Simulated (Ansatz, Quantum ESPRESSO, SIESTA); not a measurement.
# Code comparison for SiGe (P6_3mc, 4 atoms in the cell)

Self-consistent single point.

```yaml
crystal:
  lattice:
    - [3.90445, 0.00000, 0.00000]
    - [-1.95223, 3.38135, 0.00000]
    - [0.00000, 0.00000, 6.45078]
  atoms:
    - { symbol: Si, position: [0.66667, 0.33333, 0.87461] }
    - { symbol: Si, position: [0.33333, 0.66667, 0.37461] }
    - { symbol: Ge, position: [0.66667, 0.33333, 0.50039] }
    - { symbol: Ge, position: [0.33333, 0.66667, 0.00039] }
```

Shared settings, as Ansatz (a quantum-chemistry and plane-wave program) writes them: kpoints.mp_grid.grid = 10 10 5; magnetization.spin_orbit = true; scf.occupations.method = fermi_dirac; scf.occupations.width = 0.0015 Ry. Potentials and cutoffs stand in the table.

```json
[
 {"code": "SIESTA", "model": "GGA PBEsol with spin-orbit coupling, numerical atomic orbitals DZP, PseudoDojo PBEsol fully relativistic norm-conserving potentials (rewritten from UPF to PSML)", "pressure (GPa)": "–", "largest force (eV/Å)": "0.029", "gap on the mesh (eV)": "0.413", "cutoff": "grid 300 Ry"},
 {"code": "Ansatz", "model": "PBEsol with spin-orbit coupling, PAW files made with PBE", "pressure (GPa)": "-0.29", "largest force (eV/Å)": "0.011", "gap on the mesh (eV)": "–", "cutoff": "30.9 Ry"},
 {"code": "Quantum ESPRESSO", "model": "PBEsol, spin-orbit coupling, PSlibrary fully relativistic PAW (PBE) pseudopotentials", "pressure (GPa)": "0.38", "largest force (eV/Å)": "0.013", "gap on the mesh (eV)": "0.267", "cutoff": "50 Ry"}
]
```

A dash marks a value that a program does not give, or that is left out as unsure.

No gap is tabulated for Ansatz: it is not read from that output, or partly filled or unconverged empty levels leave it unsure.

Gaps are read on the mesh.

The spread over the programs that give each value: pressure within 0.67 GPa; largest force within 0.018 eV/Å; gap on the mesh within 0.146 eV.

SIESTA uses small atom-centred bases, whose incompleteness enters pressures, forces and empty levels differently from a plane-wave cutoff. Ansatz's pressure is given at a fixed set of plane waves, as the other plane-wave codes print theirs.

The starting cell comes from a database of computed structures (which also holds hypothetical and non-ambient phases and stackings), without a prior relaxation at this level.

Keys are those of Ansatz 0.2.
